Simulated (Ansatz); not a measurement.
The starting structures come from a database of crystals and need not be the phases stable at ambient conditions.

**Evanescent states of LaCuSeO (P4/nmm, not sure to be the ambient phase, 8 atoms a cell, 18.3 Å³ an atom) along the normal of (111)**

Method: r2SCAN (plane waves, PAW; Ansatz, a first-principles code).

The gap is the functional's own. No spin-orbit coupling. Mid-gap values are interpolated on the energy grid.

Energies count from the valence-band top; κ is the least over a 6×4 mesh across the current.

```csv
E (eV),κ (1/Å),where
0.05,0.079,Γ
0.15,0.127,Γ
0.25,0.154,Γ
0.35,0.172,Γ
0.45,0.185,Γ
0.55,0.194,Γ
0.65,0.200,Γ
0.75,0.203,Γ
0.85,0.205,Γ
0.95,0.204,Γ
1.05,0.202,Γ
1.15,0.199,Γ
1.25,0.194,Γ
1.35,0.187,Γ
1.45,0.178,Γ
1.55,0.166,Γ
1.65,0.152,Γ
1.75,0.123,Γ
1.85,0.062,Γ
```

How thick must the barrier be to attenuate the transmission by 10^6 when the electrodes' Fermi level lies at 0.05 eV, and what attenuation does that film give at 0.85 eV?

d = 6 ln 10 / (2 × 0.079) = 87.4 Å. At 0.85 eV it gives 6 × 0.205/0.079 = 15.6 decades.
